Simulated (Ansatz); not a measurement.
# HfSi2: pressure series

Start from HfSi2 (space group Cmcm, No. 63; a = 3.6828 Å, b = 14.5980 Å, c = 3.6582 Å).

Cell and atoms are relaxed at each pressure.

Computed with PBE (Ansatz, a first-principles code, PAW, scalar-relativistic without spin-orbit coupling).

Notes on the quantities. enthalpy: H = E + PV relative to the base's energy.

```tsv
change	shortest interatomic distance	density	enthalpy
base	2.421 Å	7.93 g/cm³	–
pressure −2 GPa	2.428 Å	7.80 g/cm³	-0.21 eV/atom
pressure −1 GPa	2.424 Å	7.86 g/cm³	-0.10 eV/atom
pressure 3 GPa	2.412 Å	8.11 g/cm³	+0.30 eV/atom
pressure 7 GPa	2.401 Å	8.33 g/cm³	+0.70 eV/atom
pressure 15 GPa	2.383 Å	8.74 g/cm³	+1.46 eV/atom
pressure 30 GPa	2.361 Å	9.39 g/cm³	+2.80 eV/atom
pressure 50 GPa	2.342 Å	10.13 g/cm³	+4.46 eV/atom
pressure 75 GPa	2.323 Å	10.90 g/cm³	+6.38 eV/atom
pressure 100 GPa	2.307 Å	11.56 g/cm³	+8.19 eV/atom
```

Load acts through the strain it causes; cell and atoms are relaxed under it. No phonon test of stability was made. Competing high-pressure phases were not computed. All final runs are without spin polarisation.
